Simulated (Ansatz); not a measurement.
Consider YP in the zinc blende structure (space group F-43m, No. 216; a = 6.290 Å; a hypothetical phase, not in the database extracts checked). Axes: x, y, z lie along the cube axes.

(Cell as relaxed with PBE.)

Levels (all Ansatz, an electronic-structure program, PAW): PBE (420 eV, no spin-orbit coupling); r2SCAN (500 eV, without spin-orbit coupling).

Each level relaxes its own structure.

```csv
base,PBE,r2SCAN
volume per atom,31.10 Å³,31.09 Å³
lattice parameter a,6.290 Å,6.289 Å
band gap,1.64 eV,1.94 eV
```

Modification: the cell is stretched by 2.87 % along y with no lateral relaxation; the atoms relax in the strained cell.

```tsv
quantity	PBE	r2SCAN
energy relative to the base (free energy F)	+5.0 meV/atom	+5.2 meV/atom
pressure (mean of the normal stresses, compression positive)	-1.53 GPa	-1.61 GPa
```

PBE's pressure lies 0.08 GPa above r2SCAN's. Neither level is exact; r2SCAN is the comparison here, not a measurement.

No phonon test of stability was made.
